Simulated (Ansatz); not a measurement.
CeSi (Pnma, No. 62)

The numbers are results of r²SCAN (PAW; Ansatz, a first-principles code), not measurements.

Settings: plane-wave cutoff 500 eV, 6×10×8 k mesh (along the axes of the cell as run), Fermi–Dirac smearing 0.05 eV, spin-polarised start, scalar-relativistic PAW data made under PBE.

Cell (relaxed at this level):

```yaml
crystal:
  lattice:
    - [8.27907, 0.00000, 0.00000]
    - [0.00000, 3.96023, 0.00000]
    - [0.00000, 0.00000, 5.96293]
  atoms:
    - { symbol: Ce, position: [0.17958, 0.25000, 0.38507] }
    - { symbol: Ce, position: [0.82042, 0.75000, 0.61493] }
    - { symbol: Ce, position: [0.32042, 0.75000, 0.88507] }
    - { symbol: Ce, position: [0.67958, 0.25000, 0.11493] }
    - { symbol: Si, position: [0.03326, 0.25000, 0.88498] }
    - { symbol: Si, position: [0.96674, 0.75000, 0.11502] }
    - { symbol: Si, position: [0.46674, 0.75000, 0.38498] }
    - { symbol: Si, position: [0.53326, 0.25000, 0.61502] }
```

* **equilibrium volume per atom**: 24.44 Å³/atom

Note: the magnetic order was assumed, not searched for or taken from measurement; the 4f shell is treated without U or exact exchange, so its levels and filling can be wrong.

Spin–orbit coupling is not included.

Static lattice: no zero-point or thermal effects.

Computing time: about 90 core-minutes (a rough figure).
